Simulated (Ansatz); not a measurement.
## Effective masses and thermopower of InP (F-43m)

Consider the following.

```xyz
2
Lattice="0.0000 2.9710 2.9710 2.9710 0.0000 2.9710 2.9710 2.9710 0.0000" Properties=species:S:1:pos:R:3 pbc="T T T"
In     0.0000     0.0000     0.0000
P      1.4855     1.4855     1.4855
```

Method: PBEsol with spin-orbit coupling, rigid bands (plane waves, PAW; Ansatz, an electronic-structure program). Condition of this run: hydrostatic pressure -2 GPa (the target of the relaxation). Cell: cell and atoms relaxed with PBEsol, then loaded as said.

```
Item                                                                                                                                                            Value
---------------------------------------------------------------------------------------------------------------------------------------  ----------------------------
band gap                                                                                                                                                      0.37 eV
hole conductivity mass (300 K, dilute)                                                                                                                        0.58 mₑ
effective density of states N_v (300 K)                                                                                                                   2.4e19 cm⁻³
density-of-states mass, holes                                                                                                                                 0.96 mₑ
Seebeck coefficient, p-type 1e19 cm⁻³, 300 K                                                                                                                 321 μV/K
best p-type power factor at 300 K for τ = 10 fs (best axis; densities from 1e16 to 1e21 cm⁻³ tried, whether or not they can be reached)  13.6 μW/(cm·K²) at 3e20 cm⁻³
```

Rigid bands; masses and Seebeck coefficients take one relaxation time τ for all states and one kind of carrier; polarons and phonon drag are left out.
